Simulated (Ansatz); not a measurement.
## Ag, pressure series

Take Ag in the fcc (Cu type) structure (space group Fm-3m, No. 225; a = 4.054 Å) as the base.

Cell and atoms are relaxed at each pressure.

Calculations: plane-wave PAW DFT at the PBEsol level (Ansatz, an electronic-structure program, 420 eV), without spin-orbit coupling.

```tsv
pressure (GPa)	volume per atom (Å³/atom)
-2	16.960
-1	16.808
0	16.662
1.8	16.421
4.2	16.134
18	14.915
30	?
45	13.510
60	12.977
```

**Question.** Fit the third-order Birch–Murnaghan form P(V) = (3B₀/2)[(V₀/V)^(7/3) − (V₀/V)^(5/3)]·[1 + (3/4)(B₀′ − 4)((V₀/V)^(2/3) − 1)] (squares taken in P) to the rows shown and predict the withheld row.

**Answer.** Least squares on the printed values gives V₀ = 16.662 Å³/atom, B₀ = 119 GPa, B₀′ = 5.6; this predicts 14.191 Å³/atom, and the run gives 14.192 Å³/atom, in agreement.

Measured bulk modulus of Ag: 110 GPa (static lattice; corrected from measurement; as listed in H. Levämäki et al., Physical Review B (2014)); the computed value is 8 % above it.

Load acts through the strain it causes; cell and atoms are relaxed under it. Stability against distortions was not tested. No other phases were tried under pressure.
